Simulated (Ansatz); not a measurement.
Ni on the 1x1 (0001) surface of hcp Ru, one in a 2x2 cell, energies for each (25.7 Å²). Energies are against an atom of fcc Ni, ferromagnetic, without zero-point or thermal terms; each row is named by its start. No converged result for: 2 more starts.

All values below come from PBE (plane waves to 420 eV, PAW; Ansatz, a program for electronic structure).

Slab: 17 atoms, 6.3 Å thick at the start under the adsorbate (thin: gaps and levels are the slab's own); k 6x6x1, smearing 0.1 eV, dipole-corrected; 8 atoms held, the rest relaxed; each run with such symmetry as its start has; spin-polarised, no spin-orbit, no U, no dispersion correction.

A negative adsorption energy means that the adsorbate is more stable on the surface than in its reference. Heights count from the host atoms within 0.3 Å of the top one.

```tsv
starting site	E_ads (eV)	height (Å)	nearest host atom (Å)	bonded to	Δ work function (eV)	lateral drift (Å)	moment (μB)
top Ru	1.67	2.10	Ru 2.19	Ru	-1.07	0.0	0.4
hollow Ru-Ru-Ru	0.82	1.75	Ru 2.41	3 Ru	-0.88	0.0	0.0
```
